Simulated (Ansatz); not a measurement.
# What 5 layers does to LiF

The reference is LiF in the rock salt structure (space group Fm-3m, No. 225; a = 3.990 Å). Axes: x, y, z lie along the cube axes.

Modification: a free-standing slab of 5 layers (10 atoms, 2 a layer) is cut normal to the z axis, with 15 Å of vacuum and the in-plane cell held at bulk.

Calculations: Ansatz (a first-principles code) r2SCAN, no SOC. k-mesh 12×12×1 (Γ-centred); smearing 0.05 eV (Fermi–Dirac), for the changed cell.

| quantity | base | changed | shift |
|---|---|---|---|
| layer's space group (with vacuum) | – | P4/mmm (No. 123) | – |
| shortest interatomic distance | 1.995 Å | 1.957 Å | -0.038 Å |
| band gap | 10.33 eV | 7.71 eV | -2.612 eV |
| gap character | – | indirect, X → Γ | – |
| smallest direct gap | 10.33 eV | 7.81 eV | -2.52 eV |
| excess energy per area of both faces (slab less bulk energy over the cell's area: twice a surface energy) | – | 0.87 J/m² | – |
| thickness between the outermost nuclei | – | 8.02 Å | – |
| change of the spacing d12 from its bulk value of 1.995 Å | – | -0.7 % | – |
| change of the spacing d23 from its bulk value of 1.995 Å | – | +0.1 % | – |

Final structure:

```
CELL_PARAMETERS angstrom
      2.82150     0.00000     0.00000
      0.00000     2.82150     0.00000
      0.00000     0.00000    22.98040
ATOMIC_POSITIONS crystal
  F  0.25000 0.75000 0.32553
  Li 0.75000 0.25000 0.32818
  F  0.75000 0.25000 0.41332
  Li 0.25000 0.75000 0.41286
  F  0.25000 0.75000 0.50000
  Li 0.75000 0.25000 0.50000
  F  0.75000 0.25000 0.58668
  Li 0.25000 0.75000 0.58714
  F  0.25000 0.75000 0.67447
  Li 0.75000 0.25000 0.67182
```

Slab and bulk use different k-meshes, which limits the precision of the excess energy. Stability against distortions was not tested. k-point labels follow each cell's own Brillouin zone.
